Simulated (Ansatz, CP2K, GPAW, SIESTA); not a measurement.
**One structure in several programs: WS2 (P1, 3 atoms in the cell)**

Self-consistent single point, at a second geometry (atoms moved at random). First geometry:

```xyz
3
Lattice="1.5924 0.9194 6.4898 -1.5924 0.9194 6.4898 0.0000 -1.8388 6.4898" Properties=species:S:1:pos:R:3 pbc="T T T"
W      0.0000     0.0000     0.0130
S      0.0000     0.0000     8.0625
S      0.0000     0.0000     4.9437
```

Second geometry:
```
WS2
1.0
    1.59244     0.91939     6.48980
   -1.59244     0.91939     6.48980
    0.00000    -1.83879     6.48980
W S
1 2
Cartesian
 -0.00253  -0.02420   0.06504
 -0.02412   0.01226   8.03511
  0.02664   0.01194   4.91910
```

Shared settings, as Ansatz (an electronic-structure program) writes them: kpoints.mp_grid.grid = 8 8 8; scf.occupations.method = fixed. Potentials and cutoffs stand in the table.

```csv
code,model,ΔF from the first geometry (meV/atom),pressure (GPa),largest force (eV/Å),gap on the mesh (eV),cutoff
Ansatz,"PBEsol, default PAW files made with PBE",39.0,-2.08,2.597,1.207,420 eV
GPAW,"PBEsol, GPAW PAW datasets PBEsol (made by gpaw-setup)",39.1,-2.15,2.602,1.207,550 eV
SIESTA,"GGA PBEsol, numerical atomic orbitals DZP, PseudoDojo PBEsol standard norm-conserving potentials (rewritten from UPF to PSML)",40.8,-0.13,2.698,1.253,grid 350 Ry
CP2K,"PBEsol, GPW, DZVP-MOLOPT-SR-GTH basis, GTH-PBE potentials (GTH_POTENTIALS)",39.9,-1.97,2.652,1.242,grid 500 Ry
```

Size of the force on each atom (eV/Å): Sizes of forces hide their directions.

```csv
code,W1,S2,S3
Ansatz,2.597,1.387,1.265
GPAW,2.602,1.395,1.261
SIESTA,2.698,1.772,0.983
CP2K,2.652,1.489,1.218
```

Gaps are read on the mesh.

On Ansatz's run: spin-orbit coupling is off.

The spread over the programs that give each value: ΔF from the first geometry within 1.8 meV/atom; pressure within 2.02 GPa; largest force within 0.101 eV/Å; gap on the mesh within 0.046 eV.

SIESTA and CP2K use small atom-centred bases, whose incompleteness enters pressures, forces and empty levels differently from a plane-wave cutoff. Ansatz's pressure is given at a fixed set of plane waves, as the other plane-wave codes print theirs. In the pressure, SIESTA (by 1.98) lies more than 1 GPa from the median of the plane-wave programs. In the force vectors, SIESTA (by 0.400) and CP2K (by 0.102) lie more than 0.08 eV/Å from the median of the plane-wave programs.

The starting cell comes from a database of computed structures (which also holds hypothetical and non-ambient phases and stackings), without a prior relaxation at this level. For this run, on top of that: atoms moved at random.

Keys are those of Ansatz 0.2.
